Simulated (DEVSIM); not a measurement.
Device: GaAs p-i-n diode, at 400 K.

```tsv
layer (left to right)	material	thickness (μm)	Nd (cm⁻³)	Na (cm⁻³)	τn (s)	τp (s)
1	GaAs	0.110	-	6e17	1.4e-8	1.4e-8
2	GaAs	33.0	6.9e12	-	1.4e-8	1.4e-8
3	GaAs	1.40	1.5e17	-	1.4e-8	1.4e-8
```

Left contact: ohmic. Right contact: ohmic. Voltage is applied to the left contact. Recombination: SRH at mid-gap. Mobility is μmin + (μ − μmin)/(1 + (N/Nref)^α).

This is a model device: material constants are rounded textbook-type values typed into the input, and sizes, dopings and lifetimes were drawn at random. Values at 300 K; Nc and Nv go as T^1.5, mobilities as T to minus their exponent, the gap by Varshni's rule with the affinity fixed.

```tsv
parameter	GaAs
gap (eV)	1.424
affinity (eV)	4.07
permittivity	12.9
Nc (cm⁻³)	4.7e17
Nv (cm⁻³)	9e18
μn (cm²/Vs)	8500
μp (cm²/Vs)	400
μn,min	500
μp,min	20
Nref,n	6e16
Nref,p	1.5e17
αn	0.39
αp	0.38
T exponent of μn	2.1
T exponent of μp	2.2
Varshni α (eV/K)	0.000541
Varshni β (K)	204
```

Simulated with DEVSIM: 1D drift-diffusion, Boltzmann statistics, complete ionisation; no tunnelling, impact ionisation, image-force lowering or self-heating.

The temperature was swept, all else fixed.

| temperature (K) | dark forward voltage at 100 A/cm² (V) | potential step across the device at zero bias (V) | dark forward voltage at 1 A/cm² (V) |
|---|---|---|---|
| 250 | 1.348 | 1.375 | 1.103 |
| 300 | 1.359 | 1.324 | 1.024 |
| 350 | 1.402 | 1.271 | 0.952 |
| 400 | 1.485 | 1.215 | 0.888 |
| 450 | 1.616 | 1.157 | 0.831 |
| 500 | 1.804 | 1.097 | 0.774 |

From the first row to the last the dark forward voltage at 100 A/cm² goes from 1.348 to 1.804. From the first row to the last the potential step across the device at zero bias goes from 1.375 to 1.097.
